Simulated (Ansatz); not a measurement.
**The (0001) surface of wurtzite ZnO, Zn-terminated, SH on every top atom (bottom of the slab: 2 H on 4 bottom sites)**

Calculation: PBE (plane waves to 420 eV, PAW; Ansatz, an electronic-structure program).

Slab: 50 atoms, 14.8 Å thick at the start with caps and adatoms; k 4x4x1, smearing 0.025 eV, dipole-corrected; 8 atoms held, the rest relaxed; no symmetry held; no spin (no spin-polarised run to compare, though such a face may carry moments), no spin-orbit, no U. The slab shows no gap on its mesh. It is one candidate, not shown to be the stable structure of the face.

- work function of the top face: 5.70 eV
- energy released by relaxation: 1.11 eV
- cost: roughly 50 core-minutes
